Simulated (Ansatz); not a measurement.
Worked example: relaxation of cell and atoms of FePt (P4/mmm, 2 atoms in the cell) in Ansatz (a program for electronic structure).

Computed with PBE (plane waves, PAW; Ansatz).

```xyz
2
Lattice="2.7200 0.0000 0.0000 0.0000 2.7200 0.0000 0.0000 0.0000 3.7100" Properties=species:S:1:pos:R:3 pbc="T T T"
Fe     0.0000     0.0000     0.0000
Pt     1.3600     1.3600     1.8550
```
Moments meant for the start (each program seeds them in its own way; μB, in the order of the atoms Fe Pt): 3.0 0.0.

Reference input (self-consistent single point, DFT, PBE, plane waves, default PAW files): basis.ecutwfc = 420 eV; kpoints.mp_grid.grid = 9 9 7; hamiltonian.xc = pbe; hamiltonian.pseudopotentials = {kind: paw} (the program's default PAW files); magnetization.spin_polarized = true; scf.occupations.method = gaussian; scf.occupations.width = 0.1 eV. This run's input differs from it in these lines:

```diff
@@ -20,2 +20,4 @@
   occupations: { method: gaussian, width: 0.1 eV }
+relax:
+  cell: {}
 output:
```

The program printed (abridged):

```
   [... SCF lines of the steps left out ...]
relax step   1: F+E_penalty+E_count = -17003.95097018 eV  Δ(F+E_penalty+E_count) = +0.000e0 eV  max|allowed force component| = 3.476e-28 eV/Å  Δτ_max = 0.0000 Å  P = +4.690 GPa  Ω = 27.448 Å³  (11 SCF iters, dr2 threshold 1.00e-7 eV, accepted)
relax step   2: F+E_penalty+E_count = -17003.95984559 eV  Δ(F+E_penalty+E_count) = -8.875e-3 eV  max|allowed force component| = 7.889e-30 eV/Å  Δτ_max = 0.0000 Å  P = -1.831 GPa  Ω = 28.307 Å³  energy of the carried Pulay correction = -4.458e-4 eV  [...]
   [... lines left out ...]
relax step   5: F+E_penalty+E_count = -17003.96159529 eV  Δ(F+E_penalty+E_count) = -2.599e-6 eV  max|allowed force component| = 4.930e-30 eV/Å  Δτ_max = 0.0000 Å  P = -0.000 GPa  Ω = 28.043 Å³  energy of the carried Pulay correction = -3.083e-4 eV  [...]
relax step   6: F+E_penalty+E_count = -17003.96188428 eV  Δ(F+E_penalty+E_count) = -2.890e-4 eV  max|allowed force component| = 7.938e-30 eV/Å  Δτ_max = 0.0000 Å  P = -0.001 GPa  Ω = 28.043 Å³  stress off target by 4.21e-3 GPa  SCF on the basis [...]
basis re-selected at this cell: Δ(F+E_penalty+E_count) = -2.890e-4 eV, ΔP = -0.001 GPa vs the last step
the relaxation is at rest under the 16 symmetry operations that the run kept from its start: a minimum is not shown …
the relaxation's final electronic state is not compared with the one that a single-point calculation of its input finds at the relaxed geometry …
Magnetization: 3.2592 μB (18.6296 up, 15.3704 down)
   [... lines left out ...]
Absolute magnetization: 3.4503 μB (∫|ρ↑−ρ↓|, with the PAW one-centre terms)
Free energy (F): -17003.961884 eV
Fermi energy:    20.190902 eV
   [... lines left out ...]
  cell:  # Å, volume = 28.0434 Å³
    - [2.7238250966265563, -5.6440239080211545e-34, 9.714253331144936e-34]
    - [-5.6440239080211545e-34, 2.7238250966265563, 9.985580760345121e-34]
    - [1.0881253488859906e-33, 1.3620038463558968e-33, 3.7798271688328584]
  atoms:
    - { symbol: Fe, position: [-1.892684198276921e-33, 1.6042040552398277e-35, 9.378607219498573e-37] }
    - { symbol: Pt, position: [0.5, 0.5, 0.49999999999999994] }
```

The run converged. 

Summary of the result:
- Free energy E − TS (on the zero of these files): -17003.9619 eV
- Fermi level (on the code's own zero): 20.19 eV
- Pressure: 0.00 GPa
- Size of the cell's spin moment: 3.26 μB
- Final cell: a = b = 2.7238 Å, c = 3.7798 Å, α = β = γ = 90.00°
- Final volume per atom: 14.02 Å³
- Relaxation steps: 6

The starting cell has typed, rounded lattice constants, without a prior relaxation at this level. The magnetic order is the one reached from the typed start; others were not searched systematically. The relaxation keeps the symmetry of its start, so its end need not be a minimum. Ansatz's pressure includes its estimate of the finite-basis (Pulay) stress.

Keys are those of Ansatz 0.2.
